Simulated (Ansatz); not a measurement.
**Worked example: self-consistent single point of Zr3Au (Pm-3n, 8 atoms in the cell) in Ansatz (a program for electronic structure)**

Computed with LDA (PW92), default PAW files made with PBE (plane waves; Ansatz).

This input was run:

Ansatz 0.2 input:
```yaml
crystal:
  lattice:
    - [5.480500, 0.000000, 0.000000]
    - [0.000000, 5.480500, 0.000000]
    - [0.000000, 0.000000, 5.480500]
  atoms:
    - { symbol: Zr, position: [0.500000, 0.250000, 0.000000] }
    - { symbol: Zr, position: [0.500000, 0.750000, 0.000000] }
    - { symbol: Zr, position: [0.250000, 0.000000, 0.500000] }
    - { symbol: Zr, position: [0.750000, 0.000000, 0.500000] }
    - { symbol: Zr, position: [0.000000, 0.500000, 0.250000] }
    - { symbol: Zr, position: [0.000000, 0.500000, 0.750000] }
    - { symbol: Au, position: [0.500000, 0.500000, 0.500000] }
    - { symbol: Au, position: [0.000000, 0.000000, 0.000000] }
basis:
  ecutwfc: 420.0
kpoints:
  mp_grid: { grid: [6, 6, 6] }
hamiltonian:
  xc: lda
  pseudopotentials: { kind: paw }
scf:
  occupations: { method: fermi_dirac, width: 0.1 }
output:
  forces: true
  eigenvalues: true
  stress: true
```

Output (repeated stretches shortened):

```
WARN ansatz: RAYON_NUM_THREADS=1 ignored (pool sized by the plan → 1); use --threads N
Pseudopotentials: kind: paw
Pseudopotential: Zr, paw, valence charge 12
Pseudopotential: Au, paw, valence charge 19
Crystal: 8 atoms, lattice volume = 164.612 Å³
Basis set: ecut = 420 eV, 3191 PW (Γ)
Bands: 66, of which v1, the nominal top of the filled ones, is band 55 counted from 1 (54 counted from 0)
Symmetry: 48 space group operations
Space group: Pm-3n (ITA 223), of the structure as read, at distance tolerance 5.5e-5 Å
k-points: 20 of 216
PAW frozen core: Zr, regenerated for the run's functional, and the local potential with it
PAW frozen core: Au, regenerated for the run's functional, and the local potential with it
Initial density: superposition of atomic densities (neutral atoms: chi_scale 0, normalization atom), corrected by the library's trained network
Initial wavefunctions: pseudopotential atomic-orbital guess
Eigensolver: davidson
Functional: x = slater, c = lda
SCF iter   1: F=—  HF=-50198.092079 eV  |F-HF|=—  |Δ(HF+E_count)|=         —  Δρ=6.39e-3  dr2=2.54e-2  ethr=1.77e-3  ⟨swp⟩=4.5  Hψ=4075  notcnv=0
all-band conjugate gradients solve this SCF's bands
preconditioner: auto → Kerker (q_TF=auto, 2.551 Å⁻¹)
SCF iter   2: F=—  HF=-50198.092269 eV  |F-HF|=—  |Δ(HF+E_count)|=   1.90e-4  Δρ=3.62e-3  dr2=8.19e-3  ethr=2.31e-5  ⟨swp⟩=2.0  Hψ=1747  notcnv=0
SCF iter   3: F=—  HF=-50198.091152 eV  |F-HF|=—  |Δ(HF+E_count)|=   1.12e-3  Δρ=7.44e-4  dr2=8.28e-4  ethr=7.45e-6  ⟨swp⟩=2.5  Hψ=2296  notcnv=0
SCF iter   4: F=—  HF=-50198.091040 eV  |F-HF|=—  |Δ(HF+E_count)|=   1.12e-4  Δρ=2.15e-4  dr2=4.00e-5  ethr=7.52e-7  ⟨swp⟩=2.0  Hψ=1549  notcnv=0
SCF iter   5: F=—  HF=-50198.091039 eV  |F-HF|=—  |Δ(HF+E_count)|=   1.14e-6  Δρ=3.93e-5  dr2=1.86e-6  ethr=3.63e-8  ⟨swp⟩=2.0  Hψ=2163  notcnv=0
SCF iter   6: F=—  HF=-50198.091039 eV  |F-HF|=—  |Δ(HF+E_count)|=   1.63e-7  Δρ=9.15e-6  dr2=1.06e-7  ethr=1.70e-9  ⟨swp⟩=1.6  Hψ=1384  notcnv=0
SCF iter   7: F=-50198.091039 eV  HF=-50198.091039 eV  |F-HF|=1.46e-9  |Δ(HF+E_count)|=   9.80e-9  Δρ=1.47e-6  dr2=3.10e-9  ethr=9.09e-11  ⟨swp⟩=4.6  Hψ=4155  notcnv=0
SCF 1 converged in 7 iterations: F = -50198.091039 eV  dr2 = 3.10e-9
SCF converged after 7 iterations
Free energy (F): -50198.091039 eV
Harris-Foulkes:  -50198.091039 eV  (|F-HF|=1.46e-9)
Internal energy: -50197.823598 eV  (E = F + TS)
E sigma→0 (E₀):  -50197.957318 eV
Entropy (-TS):   -0.267441 eV (-33.430 meV/atom)
Fermi energy:    15.770352 eV
--- Per-component energies (eV) ---
  E_band       = -1053.325810
  E_kinetic    = 3213.093448
  E_local      = -7967.403320  (includes V_loc(G=0)·N_el)
  E_nonlocal   = 662.121360
  E_hartree    = 2984.307525
  E_xc         = -1420.759374
  E_vxc        = -1699.618513  (∫ρ·V_xc dr)
  E_paw        = -35937.829038  (= ΣΔE_a)
  E_vpaw       = -1230.139469  (= ΣTr[D̂ρ^β])
  E_aug_tail   = 0.002717  (compensation charges beyond the density's cutoff)
  E_ewald      = -11734.624757
  E_core_change = 3.267841  (= ΣΔE_core)
  E_smearing   = -0.267441  (= −TS)
  E_closure    = -0.000000  (closes the sum)
  Σ components = -50198.091039   (vs F -50198.091039, Δ=0.00e0)
--- Forces (eV/Å), atoms counted from 1 ---
  atom   1  Zr     0.00000000     0.00000000     0.00000000
   [... zero for the other atoms too ...]
  max |Σ_I F_I| component: 1.97e-17 eV/Å
--- Stress (GPa, compression-positive) ---
       -5.464641       0.000000       0.000000
        0.000000      -5.464641       0.000000
        0.000000       0.000000      -5.464641
  P = ⅓ Tr σ = -5.4646 GPa (-54.646 kbar)
  The stress holds the Pulay correction. Without it, at fixed plane waves, as pw.x and ABINIT print it: P = -5.4895 GPa
--- Band table (eV; the first three rows and the last of 20) ---
  k-point 0: bands = ["-90.5908", "-90.5908", "-41.8383", "-41.8383", "-41.8383", "-41.8382", "-41.8382", "-41.8382", "-32.6342", "-32.5520", "-32.5520", "-32.3168", "-32.3168", "-32.3168", "-11.5627", "-11.5627", "-11.3910", "-10.9167", "-10.9167", [...]
  k-point 1: bands = ["-90.5908", "-90.5908", "-41.8383", "-41.8383", "-41.8383", "-41.8382", "-41.8382", "-41.8382", "-32.6253", "-32.5560", "-32.5400", "-32.3344", "-32.3168", "-32.3168", "-11.5582", "-11.5136", "-11.3409", "-10.9140", "-10.9140", [...]
  k-point 2: bands = ["-90.5908", "-90.5908", "-41.8383", "-41.8383", "-41.8383", "-41.8383", "-41.8382", "-41.8382", "-32.6055", "-32.5676", "-32.5027", "-32.3819", "-32.3168", "-32.3168", "-11.5454", "-11.5043", "-11.0642", "-10.9092", "-10.9092", [...]
  k-point 19: bands = ["-90.5908", "-90.5908", "-41.8383", "-41.8383", "-41.8383", "-41.8383", "-41.8383", "-41.8383", "-32.4500", "-32.4500", "-32.4500", "-32.4500", "-32.4500", "-32.4500", "-10.8449", "-10.8449", "-10.7311", "-10.7311", [...]
```

The run converged in 7 iterations.

The starting cell comes from a database of computed structures (which also holds hypothetical and non-ambient phases and stackings), without a prior relaxation at this level. Its lattice was rescaled by up to half a per cent. Spin-orbit coupling is off. With a pressure of about -5 GPa the cell is away from its equilibrium volume at this level. Ansatz's pressure includes its estimate of the finite-basis (Pulay) stress.
